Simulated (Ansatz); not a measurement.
The reference is ZrS$_{2}$ in the CdI2 type structure (space group P-3m1, No. 164; a = 3.635 Å, c = 5.720 Å; layered, stacked along the Cartesian z axis). Axes: x lies along a and z along c of the hexagonal cell.

Level of theory: DFT with PBE-D3(BJ), PAW potentials and a 420 eV plane-wave cutoff in Ansatz (a first-principles code), no spin-orbit coupling.

Strains are applied to the cell and any free atomic positions relax; under biaxial strain the out-of-plane vector relaxes too.

One change was made to it. Results:

The band gap grows by 0.14 eV to 0.80 eV; the gap character is still indirect, Γ → L; the pressure (mean of the normal stresses, compression positive) goes from zero to -2.43 GPa.

Question: Which of these changes matches the shifts?
A. biaxial strain −3.00 %, plane normal [001], relaxed out of plane
B. biaxial strain +2.50 %, plane normal [001], relaxed out of plane
C. biaxial strain −2.50 %, plane normal [001], relaxed out of plane
D. biaxial strain −0.50 %, plane normal [001], relaxed out of plane
E. biaxial strain +1.00 %, plane normal [001], relaxed out of plane

Answer: B, biaxial strain +2.50 %, plane normal [001], relaxed out of plane. For comparison, the band gap in the other runs: biaxial strain +1.00 %, plane normal [001], relaxed out of plane gives 0.72 eV; biaxial strain −0.50 %, plane normal [001], relaxed out of plane gives 0.63 eV; biaxial strain −3.00 %, plane normal [001], relaxed out of plane gives 0.45 eV; biaxial strain −2.50 %, plane normal [001], relaxed out of plane gives 0.50 eV.

Stability against distortions was not tested.
